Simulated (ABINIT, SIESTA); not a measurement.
An ABINIT input for a self-consistent single point of SrAlGe (P-6m2, 3 atoms in the cell) (DFT, PBEsol, plane waves, norm-conserving pseudopotentials (PseudoDojo nc-sr-04 PBEsol standard)):

```
# SrAlGe, PseudoDojo nc-sr-04 PBEsol standard
pp_dirpath "./"
pseudos "Sr.upf, Al.upf, Ge.upf"
acell 4.2965197299 4.2965197299 4.7790200000 Angstrom
rprim
         1.0000000000    0.0000000146    0.0000000000
        -0.5000000126    0.8660253965    0.0000000000
         0.0000000000    0.0000000000    1.0000000000
natom 3
ntypat 3
znucl 38 13 32
typat 1 2 3
xred
         0.0000000000    0.0000000000    0.0000000000
         0.6666666667    0.3333333333    0.5000000000
         0.3333333333    0.6666666667    0.5000000000
ecut 1061 eV
occopt 3
tsmear 0.05 eV
nband 19
kptopt 1
ngkpt 6 6 5
nshiftk 1
shiftk 0 0 0
nstep 100
toldfe 1.0e-09
prtwf 0
prtden 0
prtvol 1
```

Q: Translate this input to SIESTA.

A: This is the input that was run; spellings and numerical settings could be chosen otherwise.

```
# files in the folder: Sr.psml Al.psml Ge.psml (PseudoDojo PBEsol standard)
SystemName  SrAlGe
SystemLabel siesta

NumberOfAtoms                3
NumberOfSpecies              3
%block ChemicalSpeciesLabel
  1 38 Sr
  2 13 Al
  3 32 Ge
%endblock ChemicalSpeciesLabel
LatticeConstant              4.296520 Ang
%block LatticeVectors
     1.000000000    0.000000000    0.000000000
    -0.500000000    0.866025295    0.000000000
     0.000000000    0.000000000    1.112300187
%endblock LatticeVectors
AtomicCoordinatesFormat      ScaledCartesian
%block AtomicCoordinatesAndAtomicSpecies
     0.000000000    0.000000000    0.000000000  1
     0.500000500    0.288674810    0.556150094  2
    -0.000000500    0.577350485    0.556150094  3
%endblock AtomicCoordinatesAndAtomicSpecies

XC.functional                GGA
XC.authors                   PBEsol
PAO.BasisSize                DZP
PAO.EnergyShift              0.01 Ry
MeshCutoff                   400 Ry
%block kgrid.MonkhorstPack
    6   0   0  0.0
    0   6   0  0.0
    0   0   5  0.0
%endblock kgrid.MonkhorstPack
OccupationFunction           FD
ElectronicTemperature        50.0 meV

MaxSCFIterations             150
SCF.Mixer.Method             Pulay
SCF.Mixer.Weight             0.25
SCF.Mixer.History            6
SCF.DM.Tolerance             1.0E-05
Diag.ParallelOverK           true
WriteForces                  true
Charge.Mulliken              end
```

Basis, cutoffs, solver keys and any potentials are the target program's own. This input uses DFT, GGA PBEsol, numerical atomic orbitals DZP, PseudoDojo PBEsol standard norm-conserving potentials (rewritten from UPF to PSML). Both were run: pressure -1.20 GPa in ABINIT and 2.89 in SIESTA.

On ABINIT: the starting cell comes from a database of computed structures (which also holds hypothetical and non-ambient phases and stackings), without a prior relaxation at this level.

On SIESTA: the starting cell comes from a database of computed structures (which also holds hypothetical and non-ambient phases and stackings), without a prior relaxation at this level. Values carry the incompleteness of an atom-centred basis.
